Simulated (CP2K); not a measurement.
CP2K run on AuAl2 (P1, 3 atoms in the cell): self-consistent single point.

Computed with CP2K with PBE, GPW, DZVP-MOLOPT-SR-GTH basis, GTH-PBE potentials (GTH_POTENTIALS).

The change in words: lattice scaled by 0.98. Reference geometry:
```
AuAl2
1.0
    4.24264     0.00000     0.00000
    2.12132     3.67423     0.00000
    2.12132     1.22474     3.46410
Al Au
2 1
Direct
  0.25701   0.24589   0.24321
  0.75180   0.74539   0.75208
  0.99119   0.00872   0.00470
```

Reference input (self-consistent single point, DFT PBE, GPW, DZVP-MOLOPT-SR-GTH basis, GTH-PBE potentials (GTH_POTENTIALS)): CUTOFF = 500 Ry; REL_CUTOFF = 40 Ry; SMEAR/METHOD = GAUSSIAN; SIGMA = 0.1 eV; KPOINTS/SCHEME = MONKHORST-PACK 8 8 8; GAMMA_CENTERED = T; XC_FUNCTIONAL = PBE; Al/BASIS_SET = DZVP-MOLOPT-SR-GTH; Al/POTENTIAL = GTH-PBE-q3; Au/BASIS_SET = DZVP-MOLOPT-SR-GTH; Au/POTENTIAL = GTH-PBE-q11; METHOD = GPW. This run's input differs from it in these lines:

```diff
@@ -63,5 +63,5 @@
     &CELL
-      A 4.24264100 0.00000000 0.00000000
-      B 2.12132000 3.67423500 0.00000000
-      C 2.12132000 1.22474500 3.46410200
+      A 4.15778800 0.00000000 0.00000000
+      B 2.07889400 3.60075000 0.00000000
+      C 2.07889400 1.20025000 3.39482000
       PERIODIC XYZ
```

Output, abridged:

```
 SCF WAVEFUNCTION OPTIMIZATION

  Step     Update method      Time    Convergence         Total energy    Change
     1 NoMix/Diag. 0.30E+00      -     1.21432631       -37.6171485690 -3.76E+01
     2 Broy./Diag. 0.30E+00      -     0.20796257       -39.2979570198 -1.68E+00
     3 Broy./Diag. 0.30E+00      -     0.06924359       -37.9374065496  1.36E+00
     4 Broy./Diag. 0.30E+00      -     0.04729468       -37.4398718059  4.98E-01
     5 Broy./Diag. 0.30E+00      -     0.00833486       -37.3843806168  5.55E-02
     6 Broy./Diag. 0.30E+00      -     0.00107739       -37.4343465768 -5.00E-02
     7 Broy./Diag. 0.30E+00      -     0.00105794       -37.4362067156 -1.86E-03
     8 Broy./Diag. 0.30E+00      -     0.00012101       -37.4301077551  6.10E-03
     9 Broy./Diag. 0.30E+00      -     0.00007465       -37.4308327602 -7.25E-04
    10 Broy./Diag. 0.30E+00      -     0.00001629       -37.4312393643 -4.07E-04
    11 Broy./Diag. 0.30E+00      -     0.00000099       -37.4311768627  6.25E-05
  *** SCF run converged in    11 steps ***

  Overlap energy of the core charge distribution:               0.00000000589914
  Self energy of the core charge distribution:                -69.13713032288608
  Core Hamiltonian energy:                                     20.61091297550094
  Hartree energy:                                              18.01871158025137
  Exchange-correlation energy:                                 -6.92351969916100
  Smearing free energy correction:                             -0.00015140044207
  Fermi energy:                                                 0.30423258831094

  Total energy:                                               -37.43117686266953
  Total energy (extrapolated to sigma->0):                    -37.43110116244850

   [... lines left out ...]

 STRESS| Analytical stress tensor [bar]
 STRESS|                        x                   y                   z
 STRESS|      x        1.42748305526E+05  -1.78312489843E+03  -1.40739536808E+03
 STRESS|      y       -1.78312489843E+03   1.37499142378E+05   2.83362578592E+02
 STRESS|      z       -1.40739536808E+03   2.83362578592E+02   1.22586182539E+05
 STRESS| 1/3 Trace                                             1.34277876814E+05
```

The run converged in 11 iterations. Against the reference run the free energy rises by 58.9 meV/atom, the pressure goes from 4.88 to 13.43 GPa and the largest force goes from 0.568 to 0.702 eV/Å.

The starting cell has typed, rounded lattice constants, without a prior relaxation at this level. Its atoms were displaced at random from the sites of space group no. 225. For this run, on top of that: lattice scaled by 0.98. Values carry the incompleteness of an atom-centred basis. With a pressure of about 13 GPa the cell is away from its equilibrium volume at this level.

Cost on one core of a shared machine: roughly 30 s.
